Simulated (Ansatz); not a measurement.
# RbInCl3, pressure series

The reference is RbInCl3 (space group Fm-3m, No. 225; a = 10.8298 Å; a cell from a computed database, its experimental status unchecked).

Cell and atoms are relaxed at each pressure.

Calculations: PBEsol (Ansatz, an electronic-structure program; PAW; 420 eV plane waves; without spin-orbit coupling).

Notes on the quantities. enthalpy: H = E + PV relative to the base's energy.

| case | enthalpy | shortest interatomic distance | density | gap character |
|---|---|---|---|---|
| base | – | 2.528 Å | 3.21 g/cm³ | indirect, W → L |
| pressure −2 GPa | -0.42 eV/atom | 2.563 Å | 2.78 g/cm³ | indirect, X → L |
| pressure −1 GPa | -0.20 eV/atom | 2.543 Å | 3.03 g/cm³ | indirect, X → L |
| pressure 0.3 GPa | +0.06 eV/atom | 2.525 Å | 3.25 g/cm³ | indirect, W → L |
| pressure 0.7 GPa | +0.14 eV/atom | 2.519 Å | 3.31 g/cm³ | indirect, W → L |
| pressure 1.5 GPa | +0.29 eV/atom | 2.510 Å | 3.41 g/cm³ | indirect, W → L |
| pressure 3 GPa | +0.56 eV/atom | (withheld) | (withheld) | indirect, W → L |
| pressure 5 GPa | +0.91 eV/atom | 2.476 Å | 3.75 g/cm³ | indirect, W → L |
| pressure 7.5 GPa | +1.32 eV/atom | 2.462 Å | 3.94 g/cm³ | – |
| pressure 10 GPa | +1.72 eV/atom | 2.446 Å | 4.11 g/cm³ | – |

Task: Fill in the withheld entries from the trend.

Result: 
- pressure 3 GPa, shortest interatomic distance: 2.494 Å
- pressure 3 GPa, density: 3.57 g/cm³

A case with no gap was solved on a k-mesh chosen for an insulator, which is coarse for it. Load acts through the strain it causes; cell and atoms are relaxed under it. Stability against distortions was not tested. Competing high-pressure phases were not computed. The final runs are not spin-polarised. The zero or small gap of RbInCl3 under pressure 5 GPa, RbInCl3 under pressure 7.5 GPa and RbInCl3 under pressure 10 GPa can change with the level of theory.
